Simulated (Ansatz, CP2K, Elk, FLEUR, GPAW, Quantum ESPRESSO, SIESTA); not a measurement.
**One structure in several programs: LiF (Fm-3m, 2 atoms in the cell)**

Self-consistent single point.

```
LiF
1.0
    0.00000     2.01803     2.01803
    2.01803     0.00000     2.01803
    2.01803     2.01803     0.00000
Li F
1 1
Direct
  0.00000   0.00000   0.00000
  0.50000   0.50000   0.50000
```

All programs got the same cell, k-point mesh and kind of occupations (some realise fixed ones as a very narrow smearing) (in Ansatz's words: kpoints.mp_grid.grid = 9 9 9; scf.occupations.method = fixed); potentials, basis and cutoffs are each program's usual ones.

```json
[
 {"code": "SIESTA", "model": "GGA PBE, numerical atomic orbitals TZP, PseudoDojo PBE standard norm-conserving potentials (rewritten from UPF to PSML)", "gap on the mesh (eV)": "8.986", "k-points": "365", "cutoff": "grid 400 Ry"},
 {"code": "FLEUR", "model": "PBE, all-electron FLAPW (FLEUR), scalar-relativistic valence", "gap on the mesh (eV)": "9.330", "k-points": "35", "cutoff": "Kmax 4.5 1/bohr"},
 {"code": "Quantum ESPRESSO", "model": "PBE, SSSP 1.1.2 efficiency (PBE) pseudopotentials", "gap on the mesh (eV)": "9.012", "k-points": "35", "cutoff": "40 Ry"},
 {"code": "Ansatz", "model": "PBE, PAW files", "gap on the mesh (eV)": "9.042", "k-points": "35", "cutoff": "420 eV"},
 {"code": "CP2K", "model": "PBE, GPW, DZVP-MOLOPT-SR-GTH basis, GTH-PBE potentials (GTH_POTENTIALS)", "gap on the mesh (eV)": "9.002", "k-points": "365", "cutoff": "grid 550 Ry"},
 {"code": "Elk", "model": "PBE, all-electron FP-LAPW, Elk's shipped species files, default APW+lo basis", "gap on the mesh (eV)": "9.012", "k-points": "35", "cutoff": "rgkmax 7"},
 {"code": "GPAW", "model": "PBE, GPAW PAW datasets PBE (gpaw-data 1.0.1)", "gap on the mesh (eV)": "9.021", "k-points": "35", "cutoff": "950 eV"}
]
```

Gaps are read on the mesh.

The spread over the programs that give each value: gap on the mesh within 0.344 eV.

The starting cell comes from a database of computed structures (which also holds hypothetical and non-ambient phases and stackings), without a prior relaxation at this level. Its lattice was rescaled by a random factor within 2.5 % of one.

Question: Why do the programs differ, and what cannot be compared?

Answer: Differences of this kind can come from the potentials, where these differ, and from what each basis and cutoff leave unconverged. The valence holds different numbers of electrons (SIESTA 10, FLEUR 8, Quantum ESPRESSO 10, Ansatz (an electronic-structure program) 10, CP2K 10, GPAW 8). The zero of total energies and Fermi levels follows the potentials and each program's conventions, so they are not compared here. SIESTA and CP2K use small atom-centred bases, whose incompleteness enters pressures, forces and empty levels differently from a plane-wave cutoff. FLEUR and Elk treat all electrons, but the usual bases taken here (sphere radii, linearisation, local orbitals, empty states) were not tested for convergence, so the values are no reference for the others. The programs reduce the same mesh by symmetry to different extents, which changes the work and not the result. In the pressure, SIESTA (by 2.38) and CP2K (by 1.24) lie more than 1 GPa from the median of the plane-wave programs. In the gap, FLEUR (by 0.309) lies more than 0.12 eV from the median of the plane-wave programs.

Left out of this page: ABINIT (with a known weakness of the program).

Keys are those of Ansatz 0.2.
